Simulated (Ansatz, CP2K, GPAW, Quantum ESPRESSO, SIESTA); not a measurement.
# Code comparison for ZnHg3 (Fm-3m, 4 atoms in the cell)

Self-consistent single point, at a second geometry (lattice scaled by 0.98). First geometry:

```xyz
4
Lattice="0.0000 3.6777 3.6777 3.6777 0.0000 3.6777 3.6777 3.6777 0.0000" Properties=species:S:1:pos:R:3 pbc="T T T"
Zn     0.0000     0.0000     0.0000
Hg     1.8389     1.8389     1.8389
Hg     5.5166     5.5166     5.5166
Hg     3.6777     3.6777     3.6777
```

Shared settings, as Ansatz (a first-principles code) writes them: kpoints.mp_grid.grid = 8 8 8; scf.occupations.method = gaussian; scf.occupations.width = 0.2 eV. Potentials and cutoffs stand in the table.

```tsv
code	model	ΔF from the first geometry (meV/atom)	pressure (GPa)	cutoff
Quantum ESPRESSO	PBEsol, GBRV 1.5 ultrasoft (PBESOL) pseudopotentials	-30.6	-2.91	50 Ry
GPAW	PBEsol, GPAW PAW datasets PBEsol (made by gpaw-setup)	-31.1	-2.77	800 eV
SIESTA	GGA PBEsol, numerical atomic orbitals DZP, PseudoDojo PBEsol standard norm-conserving potentials (rewritten from UPF to PSML)	-92.7	-9.84	grid 400 Ry
CP2K	PBEsol, GPW, DZVP-MOLOPT-SR-GTH basis, GTH-PBE potentials (GTH_POTENTIALS)	-27.9	-2.36	grid 600 Ry
Ansatz	PBEsol, PAW files made with PBE	-31.3	-2.87	420 eV
```

On Ansatz's run: spin-orbit coupling is off.

The spread over the programs that give each value: ΔF from the first geometry within 64.8 meV/atom; pressure within 7.48 GPa.

SIESTA and CP2K use small atom-centred bases, whose incompleteness enters pressures, forces and empty levels differently from a plane-wave cutoff. Ansatz's pressure is given at a fixed set of plane waves, as the other plane-wave codes print theirs; with its correction for the finite basis it is -2.82 GPa. In the pressure, SIESTA (by 6.97) lies more than 1 GPa from the median of the plane-wave programs.

The starting cell comes from a database of computed structures (which also holds hypothetical and non-ambient phases and stackings), without a prior relaxation at this level. Its lattice was rescaled by a random factor within 2.5 % of one. For this run, on top of that: lattice scaled by 0.98.

Left out of this page: Elk and FLEUR (not drawn, or without a comparable value).

Keys are those of Ansatz 0.2.
